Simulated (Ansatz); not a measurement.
The reference is HfO2 (space group P2_1/c, No. 14).

```
HfO2
1.0
    5.11406     0.00000     0.00000
    0.00000     5.18158     0.00000
   -0.87114     0.00000     5.22313
Hf O
4 8
Direct
  0.27621   0.04185   0.20822
  0.72379   0.54185   0.29178
  0.72379   0.95815   0.79178
  0.27621   0.45815   0.70822
  0.07006   0.33377   0.34402
  0.92994   0.83377   0.15598
  0.92994   0.66623   0.65598
  0.07006   0.16623   0.84402
  0.44796   0.75767   0.47851
  0.55204   0.25767   0.02149
  0.55204   0.24233   0.52149
  0.44796   0.74233   0.97851
```

Cartesian axes are those of the cell as printed.

Level of theory: r2SCAN (Ansatz, a program for electronic structure, PAW, no spin-orbit coupling).

Before the change:

```
Quantity    Value
--------  -------
Band gap  4.59 eV
```

Now apply this change: a pure shear with ε_xz = ε_zx = -0.0328, atoms relaxed at fixed cell.

### Question
Predict the new band gap, energy relative to the base, largest internal atomic displacement and stress.

### Answer
The band gap decreases by 0.15 eV to 4.44 eV; the energy rises by 16 meV/atom; the largest internal atomic displacement comes out as 0.060 Å; the stress (xx, yy, zz, yz, xz, xy; compression positive) amounts to (3.69, -0.71, 0.87, 0.00, 6.90, 0.00) GPa.

Spin-orbit coupling, missing from the scalar runs, can matter with Hf. The cells carry an imposed strain or load. No phonon test of stability was made.
